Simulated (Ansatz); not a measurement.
The parent structure is BeTe in the zinc blende structure (space group F-43m, No. 216).

```
CELL_PARAMETERS angstrom
      0.00000     2.82841     2.82841
      2.82841     0.00000     2.82841
      2.82841     2.82841     0.00000
ATOMIC_POSITIONS crystal
  Be 0.00000 0.00000 0.00000
  Te 0.25000 0.25000 0.25000
```

All numbers come from r2SCAN (Ansatz, an electronic-structure program, PAW, without spin-orbit coupling).

Strains are applied to the cell and any free atomic positions relax.

One change was made to it. Results:

The energy grows by 1.0 meV/atom; the mean gap deformation potential ΔEg/Δln V comes out as +2.4 eV; the hole mass (degenerate bands, along [100]) becomes 0.21, 0.34, 0.34 mₑ (at Γ) (base: 0.21, 0.35, 0.35 mₑ (at Γ)); the pressure rises by 0.92 GPa to 0.93 GPa.

Task: What was done to the base?
A. isotropic strain −1.00 %
B. isotropic strain −0.50 %
C. isotropic strain −3.00 %
D. isotropic strain −2.00 %
E. isotropic strain −1.50 %

Result: B, isotropic strain −0.50 %. For comparison, the energy relative to the base in the other runs: isotropic strain −3.00 % gives +37 meV/atom; isotropic strain −1.50 % gives +8.9 meV/atom; isotropic strain −2.00 % gives +16 meV/atom; isotropic strain −1.00 % gives +3.9 meV/atom.

With Te present, leaving out spin-orbit coupling can change the band edges. Effective masses come from finite differences of ±0.01 Å⁻¹. Whether these cells are dynamically stable was not tested.
